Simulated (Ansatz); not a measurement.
TiRh (P4/mmm, No. 123)

Computed with LDA (Ansatz, an electronic-structure program, plane waves, PAW).

Settings: plane-wave cutoff 500 eV, 18×18×16 k mesh (along the axes of the cell as run), Fermi–Dirac smearing 0.1 eV, no spin polarisation, scalar-relativistic PAW data made under PBE.

Cell: relaxed at this level.

- volume per atom: 14.07 Å³/atom
- lattice parameter a: 2.896 Å
- c axis length: 3.354 Å
- band gap: zero (no gap)

Note: the volume lies 6 % below that of the published cell.

Spin–orbit coupling is not included.

The computed numbers hold no vibrational or temperature effects.

It cost roughly 70 core-seconds of CPU time.
